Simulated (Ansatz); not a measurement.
## Competing hops of Mo-vacancy pair in fcc Rh, neutral cell

Defect migration in fcc Rh: Mo-vacancy pair (Mo on one host Rh site, one Rh site vacant), neutral cell. Method: PBE, PAW (plane waves to 420 eV; Ansatz, an electronic-structure program).

Settings: 32 host sites, the relaxed PBE lattice, a 2×2×2 k-point mesh shifted by half a step, smearing 0.10 eV, spin-restricted, no image-charge correction. No zero-point or tunnelling terms. Forms of the defect that were not tried may lie lower.

Barriers: single points on a 4×4×4 k-point mesh shifted by half a step at the bands' geometries (they differ from the bands' own by up to 0.13 eV, and are uncertain by about as much).

```
Route                                                                                               Start site over the lowest site run (eV)  Hop (Å)  Forward barrier (eV)  Backward barrier (eV)                                 Neighbours at the start                                  Neighbours at the saddle                        Saddle order  Forward, on the band's own sampling (eV)
--------------------------------------------------------------------------------------------------  ----------------------------------------  -------  --------------------  ---------------------  ------------------------------------------------------  --------------------------------------------------------  ----------------------------------  ----------------------------------------
a nearby Rh atom hops onto the vacant site (Mo-vacancy distance between ideal sites 2.71 → 5.42 Å)                                      0.50     2.61                  1.53                   2.03  4 Rh at 2.67, 2 Rh at 2.71, 4 Rh at 2.74, Rh at 2.81 Å                4 Rh at 2.49, 2 Rh at 2.97, 2 Rh at 2.98 Å  not checked, on a symmetry element                                      1.51
direct exchange of Mo with the vacancy (Mo-vacancy distance between ideal sites 2.71 Å throughout)                                      0.50     2.68                  2.00                   2.00                4 Rh at 2.67, Rh at 2.69, 6 Rh at 2.71 Å  2 Rh at 2.44, 2 Rh at 2.45, 2 Rh at 2.97, 2 Rh at 3.02 Å  not checked, on a symmetry element                                      1.87
```

Paths come from climbing-image nudged elastic band runs. Of the routes that converged and passed our checks, the lowest saddle point lies 2.03 eV above the lowest of the sites run (a nearby Rh atom hops onto the vacant site (Mo-vacancy distance between ideal sites 2.71 → 5.42 Å)); other sites, such as split forms, and other routes may lie lower. A band can be held on a symmetry element, so unchecked saddle points there may be too high.
